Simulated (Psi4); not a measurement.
Psi4 1.11, unrestricted PBE/def2-svpd: 2-butanone cation (CCC(C)=O), charge +1, multiplicity 2, 13 atoms. The geometry is a generated start, not checked to be a minimum at this level.

```json
{
  "task": "energy",
  "method": "pbe",
  "basis": "def2-svpd",
  "memory": "3 GB",
  "maxiter": "100",
  "keys_of_the_molecule_block": "symmetry c1",
  "scf_type": "df (default)",
  "guess": "auto, which took SAD (default)",
  "scf_initial_accelerator": "adiis (default)",
  "e_convergence": "1e-06 (default)",
  "d_convergence": "1e-06 (default)",
  "dft_radial_points": "75 (default)",
  "dft_spherical_points": "302 (default)",
  "basis_functions": "167",
  "grid_points": "278135"
}
```

```xyz
13

C      1.5407     0.2788    -0.3691
C      0.6154    -0.6652     0.4013
C     -0.7796    -0.6468    -0.1943
C     -1.6254     0.5418     0.1807
O     -1.1699    -1.5141    -0.9339
H      2.5551     0.1969     0.0141
H      1.2187     1.3127    -0.2677
H      1.5495     0.0182    -1.4249
H      1.0028    -1.6830     0.3329
H      0.5765    -0.3659     1.4496
H     -1.1930     1.4464    -0.2466
H     -1.6544     0.6607     1.2610
H     -2.6364     0.4195    -0.2031
```

Charge 1 and multiplicity 2 are set for this test and not shown to be the ground state.

One run each on 2 threads. Values of diis_max_vecs tried: 3, 6, 10 (default), 20.

### Question
Which value of diis_max_vecs needs the fewest SCF iterations, and what happens away from it?

### Answer
Fewest SCF iterations, within one of each other: 10 (default) with 11, 20 with 11. The count rises to 25 at 3. All converge to one solution.

```tsv
diis_max_vecs	SCF iterations	end
3	25	same solution
6	13	same solution
10 (default)	11	same solution
20	11	same solution
```
